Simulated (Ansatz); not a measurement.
The reference is SnS in the GeS type structure (space group Pnma, No. 62).

```
SnS
1.0
   11.15496     0.00000     0.00000
    0.00000     3.99977     0.00000
    0.00000     0.00000     4.26144
Sn S
4 4
Direct
  0.61841   0.75000   0.61182
  0.88159   0.25000   0.11182
  0.38159   0.25000   0.38818
  0.11841   0.75000   0.88818
  0.35287   0.75000   0.97527
  0.14713   0.25000   0.47527
  0.64713   0.25000   0.02473
  0.85287   0.75000   0.52473
```

All numbers come from PBE-D3(BJ) (Ansatz, an electronic-structure program), no spin-orbit coupling.

Before the change:

```
Item                            Result
-----------------------------  -------
Width of the top valence band  1.79 eV
Band gap                       0.70 eV
```

It is then changed as follows: a negative pressure, −1 GPa.

**Question.** What does the calculation give for the width of the top valence band and band gap after the change?

**Answer.** The width of the top valence band falls by 0.164 eV, from 1.79 eV to 1.62 eV; the band gap goes up by 0.11 eV, from 0.70 eV to 0.81 eV.

Load acts through the strain it causes; cell and atoms are relaxed under it. Stability against distortions was not tested.
